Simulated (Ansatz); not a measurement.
Input for (Au,Pd) alloy cell Au3Pd (face-centred cubic start):

Ansatz 0.2 input:
```yaml
crystal:
  lattice:
    - [-0.000012528, 0.000263201, 8.21763945]
    - [8.217574628, -0.000241579, -0.000012528]
    - [-0.00024158, 8.218170761, 0.0002632]
  atoms:
    - { symbol: Pd, position: [0.000584626, 0.499720732, -0.000422117] }
    - { symbol: Au, position: [0.003474426, 0.746490052, 0.246650456] }
    - { symbol: Pd, position: [0.249827823, 0.749705963, -0.000712873] }
    - { symbol: Au, position: [0.002030541, -0.00113007, -0.00297077] }
    - { symbol: Au, position: [0.003403407, 0.253371386, 0.249440214] }
    - { symbol: Au, position: [0.00349226, 0.498339447, 0.502050297] }
    - { symbol: Pd, position: [0.000770363, 0.749173063, 0.750315999] }
    - { symbol: Au, position: [0.249734593, 0.255105615, -0.002008751] }
    - { symbol: Pd, position: [0.249773064, 0.499873073, 0.249743441] }
    - { symbol: Au, position: [0.248529689, 0.747762382, 0.500613744] }
    - { symbol: Pd, position: [0.499395297, 0.499744982, -0.000557728] }
    - { symbol: Au, position: [0.496583999, 0.746536129, 0.246828883] }
    - { symbol: Au, position: [0.751707632, 0.746775963, -0.001803875] }
    - { symbol: Au, position: [0.002014388, 0.001587195, 0.502903406] }
    - { symbol: Pd, position: [0.000781747, 0.25073431, 0.750538761] }
    - { symbol: Au, position: [0.249703022, 0.00028068, 0.249441718] }
    - { symbol: Pd, position: [0.249732019, 0.250541066, 0.500548157] }
    - { symbol: Au, position: [0.24836209, 0.498560811, 0.753266928] }
    - { symbol: Au, position: [0.498036894, 0.000299069, -0.00167934] }
    - { symbol: Au, position: [0.49659542, 0.253382067, 0.249412784] }
    - { symbol: Au, position: [0.496466113, 0.497115332, 0.500727709] }
    - { symbol: Au, position: [0.497729882, 0.747690757, 0.753123149] }
    - { symbol: Au, position: [0.750246228, 0.253194869, -0.00301265] }
    - { symbol: Au, position: [0.750271276, 0.499748831, 0.247086289] }
    - { symbol: Au, position: [0.751420389, 0.749167512, 0.501685342] }
    - { symbol: Au, position: [0.248469021, 0.001694333, 0.750562136] }
    - { symbol: Au, position: [0.497968508, 0.002775888, 0.501754483] }
    - { symbol: Pd, position: [0.499233795, 0.250768447, 0.750562038] }
    - { symbol: Au, position: [0.750293081, 0.000262812, 0.249436739] }
    - { symbol: Au, position: [0.750270289, 0.250845545, 0.502910856] }
    - { symbol: Au, position: [0.751663459, 0.498491699, 0.753001629] }
    - { symbol: Au, position: [0.75143466, 0.00139006, 0.750562945] }
basis:
  ecutwfc: 420
  ecutrho_ratio: 4
  xc_grid: 2
kpoints:
  mp_grid: { grid: [5, 5, 5] }
hamiltonian:
  xc: pbe
  dispersion: none
  pseudopotentials: { kind: paw }
scf:
  n_extra_bands: 70
  occupations: { method: fermi_dirac, width: 0.05 }
output:
  forces: true
  stress: true
relax:
  f_tol: 0.03
  max_steps: 90
  cell: { stress_tol: 0.15 }
```

Computed with PBE (plane waves to 420 eV, PAW; Ansatz, a first-principles code). Spin–orbit coupling is left out. Its k-point mesh 5×5×5, Fermi–Dirac width 0.05 eV.

**Question.** What does the end of the output print (band table and long remarks left out, numbers rounded to eight decimals)?

**Answer.** 
```
SCF converged after 7 iterations
Free energy (F): -371368.697677 eV
Harris-Foulkes:  -371368.697677 eV  (|F-HF|=0.00e0)
Internal energy: -371368.558251 eV  (E = F + TS)
E sigma→0 (E₀):  -371368.627964 eV
Entropy (-TS):   -0.139426 eV (-4.357 meV/atom)
Fermi energy:    19.062634 eV
--- Per-component energies (eV) ---
  E_band       = -6663.459679
  E_kinetic    = 18609.938708
  E_local      = -57150.569750  (includes V_loc(G=0)·N_el)
  E_nonlocal   = 3525.886294
  E_hartree    = 23977.429672
  E_xc         = -6812.888221
  E_vxc        = -8286.710264  (∫ρ·V_xc dr)
  E_paw        = -262966.387685  (= ΣΔE_a)
  E_vpaw       = -11316.900525  (= ΣTr[D̂ρ^β])
  E_aug_tail   = 0.036428  (compensation charges beyond the density's cutoff)
  E_ewald      = -90552.003697
  E_smearing   = -0.139426  (= −TS)
  E_closure    = 0.000000  (closes the sum)
  Σ components = -371368.697677   (vs F -371368.697677, Δ=0.00e0)
--- Forces (eV/Å), atoms counted from 1 ---
  atom   1  Pd     0.01032178    -0.00619847     0.01041443
  atom   2  Au    -0.00553994     0.00056826     0.00525925
  atom   3  Pd    -0.01605903    -0.00004852    -0.00742695
  atom   4  Au    -0.00054923    -0.00396389     0.00256126
  atom   5  Au     0.00352163    -0.00065684     0.00125224
  atom   6  Au    -0.00743006     0.00125894     0.00209277
  atom   7  Pd    -0.00200494     0.00576765     0.00400079
  atom   8  Au     0.00396615     0.00334951     0.00014942
  atom   9  Pd     0.00665363    -0.01479721     0.00073720
  atom  10  Au     0.00229458     0.00222631     0.00007233
  atom  11  Pd     0.00297915     0.00024917    -0.00405765
  atom  12  Au    -0.00220495    -0.00223479    -0.00125075
  atom  13  Au     0.00071839    -0.00290424     0.00393314
  atom  14  Au     0.00198508    -0.00432644    -0.00340765
  atom  15  Pd     0.00032091     0.00395778    -0.00010894
  atom  16  Au    -0.00096582    -0.00078202     0.00175392
  atom  17  Pd     0.00135566     0.00408377     0.00013533
  atom  18  Au     0.00239073     0.00606828    -0.00663644
  atom  19  Au     0.00322875    -0.00079948    -0.00024144
  atom  20  Au     0.00513609    -0.00086291    -0.00185523
  atom  21  Au    -0.00754848     0.00606547    -0.00603480
  atom  22  Au    -0.00173374     0.00547914    -0.00018244
  atom  23  Au    -0.00308094     0.00367269     0.00044818
  atom  24  Au     0.00089949     0.00073613    -0.00231246
  atom  25  Au    -0.00002906    -0.00278108    -0.00106877
  atom  26  Au     0.00540679    -0.00334019     0.00199194
  atom  27  Au     0.00199735    -0.00030637     0.00095306
  atom  28  Pd     0.00252719     0.00145902     0.00071758
  atom  29  Au    -0.00384933     0.00247105    -0.00108926
  atom  30  Au    -0.00108635     0.00165421    -0.00230244
  atom  31  Au     0.00014016    -0.00230665     0.00327543
  atom  32  Au    -0.00376184    -0.00275808    -0.00177316
  max |Σ_I F_I| component: 2.24e-7 eV/Å
--- Stress (GPa, compression-positive) ---
       -0.008237       0.000139      -0.008846
        0.000139       0.066863       0.011153
       -0.008846       0.011153      -0.070608
  P = ⅓ Tr σ = -0.0040 GPa (-0.040 kbar)
--- Relaxed structure (3 steps of the walk, 2 accepted, 1 SCFs on fresh bases) ---
  F+E_penalty+E_count = -371368.69767727 eV   max|allowed force component| = 1.606e-2 eV/Å   (the final SCF, on the basis selected at the relaxed cell)
  cell:  # Å, volume = 551.9876 Å³
    - [-0.00124195, 0.00173937, 8.19172028]
    - [8.20235655, -9.22918664e-5, -0.00124197]
    - [-9.19605306e-5, 8.21515195, 0.00173877]
  atoms:
    - { symbol: Pd, position: [0.00184126, 0.50068931, -0.00096652] }
    - { symbol: Au, position: [0.00434768, 0.74565204, 0.24609083] }
    - { symbol: Pd, position: [0.24900321, 0.74780816, -0.00088326] }
    - { symbol: Au, position: [0.00251762, -0.00137383, -0.00340280] }
    - { symbol: Au, position: [0.00400815, 0.25402413, 0.24919858] }
    - { symbol: Au, position: [0.00396377, 0.49747722, 0.50245886] }
    - { symbol: Pd, position: [0.00144966, 0.74879826, 0.75086149] }
    - { symbol: Au, position: [0.24969051, 0.25619274, -0.00195712] }
    - { symbol: Pd, position: [0.24979036, 0.50044540, 0.24806512] }
    - { symbol: Au, position: [0.24846312, 0.74765863, 0.50104248] }
    - { symbol: Pd, position: [0.49859034, 0.49999924, -0.00063600] }
    - { symbol: Au, position: [0.49596557, 0.74583207, 0.24625651] }
    - { symbol: Au, position: [0.75243383, 0.74653893, -0.00227194] }
    - { symbol: Au, position: [0.00217190, 0.00212414, 0.50271751] }
    - { symbol: Pd, position: [0.00107043, 0.25094096, 0.75098255] }
    - { symbol: Au, position: [0.24962108, 0.00035564, 0.24916470] }
    - { symbol: Pd, position: [0.24957661, 0.25075146, 0.50114678] }
    - { symbol: Au, position: [0.24765411, 0.49854690, 0.75430227] }
    - { symbol: Au, position: [0.49775869, 0.00075044, -0.00188351] }
    - { symbol: Au, position: [0.49592469, 0.25417609, 0.24910866] }
    - { symbol: Au, position: [0.49556396, 0.49636682, 0.50149512] }
    - { symbol: Au, position: [0.49728070, 0.74711338, 0.75379987] }
    - { symbol: Au, position: [0.75038487, 0.25299041, -0.00284286] }
    - { symbol: Au, position: [0.75023911, 0.49969088, 0.24692532] }
    - { symbol: Au, position: [0.75136527, 0.74865213, 0.50175424] }
    - { symbol: Au, position: [0.24852986, 0.00241022, 0.75035764] }
    - { symbol: Au, position: [0.49758787, 0.00324111, 0.50204826] }
    - { symbol: Pd, position: [0.49896254, 0.25124600, 0.75089885] }
    - { symbol: Au, position: [0.75039317, 0.00015145, 0.24931202] }
    - { symbol: Au, position: [0.75018873, 0.25111861, 0.50332377] }
    - { symbol: Au, position: [0.75224059, 0.49840223, 0.75287804] }
    - { symbol: Au, position: [0.75142074, 0.00122882, 0.75065454] }
```

Cost: roughly 60 core-minutes.
